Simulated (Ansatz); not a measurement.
Base system: SiC (space group P6_3mc, No. 186; a = 3.0781 Å, c = 10.0762 Å).

Calculations: PBEsol (Ansatz, a program for electronic structure; PAW; 420 eV plane waves; no spin-orbit coupling), earlier PAW set.

Base values:

Gap between the host's bands: 2.12 eV
Gap character: indirect, Γ → M

The change: electron doping at 3.0×10^21 cm⁻³ (0.248 per cell), with a uniform compensating background at fixed cell and a 300 K Fermi–Dirac width.

Task: Predict the new Fermi level from band edge.

Result: The Fermi level relative to the doped band's edge (positive inside the band; to 0.05 eV) comes out as +0.55 eV.

Task: Predict the new gap between the host's bands.

Result: The gap between the host's bands falls by 0.02 eV to 2.10 eV.

Task: What happens to the gap character?

Result: The gap character is still indirect, Γ → M.

Carriers are added with a uniform compensating background; total energy and stress of such cells depend on the potential's zero and are not compared; many-body gap narrowing is missing at this level. No phonon test of stability was made.
